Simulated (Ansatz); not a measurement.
The starting structures come from a database of crystals and need not be the phases stable at ambient conditions.

 Where the default PAW files enter, the runs use the earlier of Ansatz's two default sets.

The decay constant κ of evanescent states in the gap governs leakage through a thin film.

```yaml
crystal:
  lattice:
    - [6.59566, 0.00000, 0.00000]
    - [2.19799, 7.04938, 0.00000]
    - [3.29783, 0.00000, 2.08128]
  atoms:
    - { symbol: Ca, position: [0.17452, 0.75000, 0.65096] }
    - { symbol: Ca, position: [0.82548, 0.25000, 0.34904] }
    - { symbol: C, position: [0.86033, 0.56012, 0.71896] }
    - { symbol: C, position: [0.13967, 0.43988, 0.28104] }
    - { symbol: C, position: [0.42071, 0.93988, 0.71896] }
    - { symbol: C, position: [0.57929, 0.06012, 0.28104] }
```

Space group of this cell: C2/c. The cell is taken as given.

Transport runs along the normal of the first two printed cell vectors.

The gap is the functional's own, uncorrected, and κ follows it; spin-orbit coupling is left out. Mid-gap values are interpolated between the computed energies.

Q: Compute, with r2SCAN (Ansatz, a first-principles code), the band gap and the smallest decay constant κ at mid-gap.

A: Gap 2.35 eV on a 14×4×14 mesh; κ = 0.296 1/Å, at the zone centre.
